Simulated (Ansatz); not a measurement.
The parent structure is TiB2 (space group P6/mmm, No. 191; a = 3.032 Å, c = 3.224 Å).

All numbers come from Kohn–Sham DFT with the PBE functional, run in Ansatz (a program for electronic structure) with PAW and 420 eV plane waves, no SOC.

Base values:

- Lattice parameter a: 3.032 Å
- Band gap: zero

Perturbation: a hydrostatic pressure of 9 GPa.

**Question.** What happens to the lattice parameter a and band gap?

**Answer.** The lattice parameter a falls by 0.029 Å (3.032 Å → 3.003 Å); the band gap remains zero.

Load acts through the strain it causes; cell and atoms are relaxed under it. Whether these cells are dynamically stable was not tested. Competing high-pressure phases were not computed. The final runs are not spin-polarised.
